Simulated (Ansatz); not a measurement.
Base system: BN in the zinc blende structure (space group F-43m, No. 216; a = 3.605 Å). Axes: x, y, z lie along the cube axes.

The values are results of PBEsol (Ansatz, a first-principles code, PAW, no SOC), earlier PAW set, not measurements.

Base values:

- Band gap = 4.29 eV

It is then changed as follows: uniaxial stress, 3 GPa compression along x; all other stress components relax to zero.

Task: What happens to the band gap, mean lateral Poisson ratio and secant Young's modulus along x?

Result: The band gap drops by 0.087 eV to 4.21 eV; the mean lateral Poisson ratio amounts to 0.19; the secant Young's modulus along x is 730 GPa.

Load acts through the strain it causes; cell and atoms are relaxed under it. Stability under load was not tested beyond the relaxation.
